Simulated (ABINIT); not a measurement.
Pressure against volume in fcc Ir (space group 225) (ABINIT, PBE)

```
CELL_PARAMETERS angstrom
      0.00000     1.88586     1.88586
      1.88586     0.00000     1.88586
      1.88586     1.88586     0.00000
ATOMIC_POSITIONS crystal
  Ir 0.00000 0.00000 0.00000
```

Computed with PBE, norm-conserving pseudopotentials (PseudoDojo nc-sr-05 PBE standard) (plane waves; ABINIT). Settings: pseudos = [Ir.upf]; ecut = 44 Ha; ixc = 11; occopt = 3; tsmear = 0.00183747 Ha; ngkpt = 26 26 26; nshiftk = 1; shiftk = 0 0 0; potentials = PseudoDojo nc-sr-05 PBE standard; nband = 14; kptopt = 1; nstep = 80; tolvrs = 1e-12. The cell above is the first row's. The rows scale it uniformly. In all rows the k mesh is held.

| V (Å^3/atom) | P (GPa) |
|---|---|
| 13.414 | 32.05 |
| 13.706 | 21.74 |
| 13.997 | 12.61 |
| 14.289 | 4.52 |
| 14.580 | -2.63 |
| 14.872 | -8.95 |
| 15.164 | -14.53 |
| 15.455 | -19.46 |
| 15.747 | ? |

Problem. Using a cubic, estimate the missing P at V = 15.747 from the other rows, showing the fit.

Solution. With u = V - 14.4, the rows have u = -0.9860, -0.6940, -0.4030, -0.1110, 0.1800, 0.4720, 0.7640, 1.0550. Least squares gives P = 1.682 - 24.8764·u + 5.3187·u² - 0.6966·u³. Residuals (row less fit): 0.001, -0.001, -0.007, 0.010, -0.003, -0.002, 0.000, 0.001; standard error 0.006 (degrees of freedom: 4). The fitted pressure is zero at V0 = 14.47, where dP/dV = -24.16, so B0 = -V0·dP/dV = 350 GPa. At the withheld row, u = 1.3470, so P = 1.682 - 24.8764 × 1.3470 + 5.3187 × 1.3470² - 0.6966 × 1.3470³ = -23.879 GPa. The calculation gives -23.79 GPa, 0.089 GPa above the prediction (0.2 % of the range of P in the table). The row lies outside the fitted rows, so this is an extrapolation. From the scatter of the fitted rows alone, a prediction at this place has a standard error of 0.017 GPa, so the miss is 5.3 times that.

Carrying the step between the two nearest rows on in a straight line would have given -24.41, off by 0.62; series whose last step already gives the withheld value aren't shown. The scan was laid around a cell of about the measured size, scaled by a guess for this functional. Spin polarisation is off. Spin-orbit coupling is off. Cutoffs and mesh are single choices, not tested for convergence of this quantity. Series with a scatter that would blur these digits, or in which a gap closes, are not shown.

Terms beyond the fitted order, or numerical noise in single rows, can give a miss of this size; the table doesn't tell which.
